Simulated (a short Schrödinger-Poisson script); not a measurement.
Symmetric double-gate stack, SiO2 on p-type Si(100)

Structure: symmetric double-gate stack, SiO2 on p-type Si(100), at 400 K.

```tsv
layer	material	thickness (nm)	Na (cm⁻³)
1	SiO2	2.5	-
2	Si	6	2e17
3	SiO2	2.5	-
```

Constants are typed, rounded textbook-type inputs, not results; the design itself was drawn at random and stands for no fabricated device. SiO2: permittivity 3.9, conduction-band edge (eV) 3.15, gap (eV) 9, electron mass (mₑ) 0.5. Si: permittivity 11.7, conduction-band edge (eV) 0, gap (eV) 1.124, Nv at 300 K (cm⁻³) 3.1e19.

Channel valleys (confinement mass, in-plane density-of-states mass, number): Δ2 0.916, 0.19, 2; Δ4 0.19, 0.417, 4. At the gates, both at one voltage, the conduction-band edge of layer 1 lies 3.54 eV − eVg above the Fermi level of the channel. Gaps are held at their typed values at every temperature. Mesh 0.03 nm at interfaces.

From a short Schrödinger-Poisson script (our own, NumPy): 1D Poisson equation in equilibrium, electrons quantum, Hartree (BenDaniel-Duke, 12 states a valley, the channel's in-plane mass for all, wave functions free to enter the dielectric), parabolic valleys, classical holes, full ionisation, no traps, pinning or gate leakage.

| Vg (V) | electrons (cm⁻²) | C (μF/cm²) | Δ2 E0 (meV) | Δ2 E1 (meV) | Δ4 E0 (meV) | Δ4 E1 (meV) |
|---|---|---|---|---|---|---|
| -0.1 | 6.92e6 | < 0.003 | 508.9 | 541.1 | 540.8 | 669.1 |
| 0 | 1.26e8 | < 0.003 | 409.0 | 441.1 | 440.8 | 569.1 |
| 0.1 | 2.28e9 | 0.0107 | 309.1 | 341.2 | 340.9 | 469.2 |
| 0.2 | 3.86e10 | 0.168 | 211.7 | 243.7 | 243.5 | 371.6 |
| 0.3 | 3.62e11 | 0.974 | 134.5 | 165.6 | 166.2 | 293.3 |
| 0.4 | 1.20e12 | 1.63 | 93.3 | 122.3 | 124.7 | 249.3 |
| 0.5 | 2.31e12 | 1.90 | 70.8 | 97.1 | 101.9 | 223.3 |
| 0.6 | 3.54e12 | 2.04 | 56.0 | 79.6 | 87.0 | 205.0 |
| 0.7 | 4.84e12 | 2.12 | 45.1 | 66.1 | 76.2 | 190.9 |
| 0.8 | 6.18e12 | 2.17 | 36.3 | 54.9 | 67.7 | 179.2 |
| 0.9 | 7.55e12 | 2.22 | 29.0 | 45.4 | 60.9 | 169.3 |
| 1 | 8.94e12 | 2.25 | 22.5 | 37.0 | 55.1 | 160.6 |
| 1.1 | 1.04e13 | 2.28 | 16.7 | 29.4 | 50.2 | 152.8 |
| 1.2 | 1.18e13 | 2.30 | 11.4 | 22.5 | 45.8 | 145.9 |
| 1.3 | 1.32e13 | 2.32 | 6.4 | 16.2 | 42.0 | 139.5 |
| 1.4 | 1.47e13 | 2.34 | 1.7 | 10.3 | 38.6 | 133.7 |
| 1.5 | 1.61e13 | 2.35 | -2.8 | 4.7 | 35.4 | 128.3 |
| 1.6 | 1.76e13 | 2.37 | -7.2 | -0.5 | 32.6 | 123.2 |
| 1.7 | 1.91e13 | 2.38 | -11.3 | -5.5 | 29.9 | 118.5 |
| 1.8 | 2.06e13 | 2.39 | -15.4 | -10.2 | 27.5 | 114.0 |

Gate voltages with under 1e6 electrons/cm² are left out.

Subbands count from the Fermi level. The capacitance is that of both gates.
